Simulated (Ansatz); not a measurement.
## How the volume per atom of GePd (model structure, started from the TiAs type, P6₃/mmc, No. 194, 8 atoms in the cell) moves with the method

No measured value is used here.

| level (code) | value (Å³/atom) |
|---|---|
| PBE (Ansatz) | 16.18 |
| PBEsol (Ansatz) | ? |
| PBE-D3(BJ) (Ansatz) | 15.45 |

**Question.** What belongs in the gaps?

**Answer.** 
- PBEsol (Ansatz, a first-principles code), value (Å³/atom): 15.36

Ansatz's density-functional and Hartree–Fock values are scalar-relativistic unless marked +SOC, with PAW data made under PBE.

A model structure was made by putting elements into a prototype or built by hand; it is no filed structure, need not be a known phase, and can be a saddle point held by its symmetry.
